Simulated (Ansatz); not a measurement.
**One base run on Y10Si6B (P-31m, 17 atoms in the cell) and variants with one or two settings moved**

```
CELL_PARAMETERS angstrom
      8.52864     0.00000     0.00000
     -4.26432     7.38602     0.00000
      0.00000     0.00000     6.42889
ATOMIC_POSITIONS crystal
  Y  0.33333 0.66667 0.50000
  Y  0.66667 0.33333 0.50000
  Y  0.66667 0.33333 0.00000
  Y  0.33333 0.66667 0.00000
  Y  0.00000 0.75681 0.26592
  Y  0.00000 0.24319 0.73408
  Y  0.24319 0.24319 0.26592
  Y  0.75681 0.75681 0.73408
  Y  0.75681 0.00000 0.26592
  Y  0.24319 0.00000 0.73408
  Si 0.00000 0.39679 0.25106
  Si 0.00000 0.60321 0.74894
  Si 0.60321 0.60321 0.25106
  Si 0.39679 0.39679 0.74894
  Si 0.39679 0.00000 0.25106
  Si 0.60321 0.00000 0.74894
  B  0.00000 0.00000 0.50000
```

Base run A: PBEsol, default PAW files made with PBE (Ansatz, a first-principles code), self-consistent single point.

Its settings: basis.ecutwfc = 30.9 Ry; kpoints.mp_grid.grid = 3 3 4; hamiltonian.xc = pbesol; hamiltonian.pseudopotentials = {kind: paw} (the program's default PAW files); scf.occupations.method = gaussian; scf.occupations.width = 0.0147 Ry.

The starting cell comes from a database of computed structures (which also holds hypothetical and non-ambient phases and stackings), without a prior relaxation at this level. Ansatz's pressure includes its estimate of the finite-basis (Pulay) stress.

ΔF is the free energy per atom less that of run A. A dash stands where there is no value to compare (another energy zero or no entropy term, no result, no spin, no clean gap, or a mesh too coarse for one). Total energies depend on the potentials, the functional and any Hubbard or dispersion term, so they are compared only between runs that share all of them.

Run A gave: pressure (GPa) -2.92; largest force (eV/Å) 0.058; k-points 10.

Runs:
- B: scf.convergence.dr2_threshold: default (1e-07 eV) → 1e-06 eV
- C: kpoints.mp_grid.grid: 3 3 4 → 1 1 2
- D: scf.occupations.width: 0.0147 Ry → 0.0588 Ry
- E: hamiltonian.dispersion: default → d4 [PBEsol-D4]
- F: crystal.symmetry.detect: default → false
- G: scf.mixing.algorithm: default (the program chose MSR1) → broyden; scf.mixing.beta: default → 0.2
- H: scf.mixing.preconditioner: default (the program chose Kerker) → resta; scf.mixing.eps_inf: default → 3

Problem. What does run D change against A?

Solution. The free energy drops by 97.2 meV/atom, the pressure goes from -2.92 to -2.71 GPa and the largest force goes from 0.058 to 0.221 eV/Å.

Problem. What does run E change against A?

Solution. The pressure goes from -2.92 to -4.12 GPa and the largest force moves little (0.058 to 0.056 eV/Å).

| run | ΔF (meV/atom) | pressure (GPa) | largest force (eV/Å) | k-points |
|---|---|---|---|---|
| A | 0.00 | -2.92 | 0.058 | 10 |
| B | 0.00 | -2.92 | 0.058 | 10 |
| C | -1.08 | -3.62 | 0.487 | 2 |
| D | -97.2 | -2.71 | 0.221 | 10 |
| E | – | -4.12 | 0.056 | 10 |
| F | 0.00 | -2.92 | 0.058 | 19 |
| G | 0.00 | -2.92 | 0.058 | 10 |
| H | 0.00 | -2.92 | 0.058 | 10 |

Keys are those of Ansatz 0.2.
